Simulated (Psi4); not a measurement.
Psi4 1.11, TPSS/def2-svp: [CH]Cl, 3 atoms. The geometry is a generated start, not checked to be a minimum at this level.

```
Item                                                 Value
--------------------------  ------------------------------
task                                                energy
method                                                tpss
basis                                             def2-svp
memory                                                3 GB
maxiter                                                100
keys of the molecule block                     symmetry c1
scf_type                                      df (default)
guess                       auto, which took SAD (default)
scf_initial_accelerator                    adiis (default)
e_convergence                              1e-06 (default)
d_convergence                              1e-06 (default)
dft_radial_points                             75 (default)
dft_spherical_points                         302 (default)
basis functions                                         37
grid points                                          63832
```

```xyz
3

C     -0.2565     0.4909     0.0198
Cl     1.2505    -0.1538    -0.0007
H     -0.9940    -0.3371    -0.0191
```

One run each on 2 threads. Values of diis_max_vecs tried: 3, 6, 10 (default), 20.

### Question
How does the count of SCF iterations change with diis_max_vecs, and where is it least?

### Answer
Fewest SCF iterations, within one of each other: 6 with 8, 10 (default) with 8, 20 with 8. The count rises to 12 at 3. All converge to one solution.

```
diis_max_vecs  SCF iterations            end
-------------  --------------  -------------
3                          12  same solution
6                           8  same solution
10 (default)                8  same solution
20                          8  same solution
```
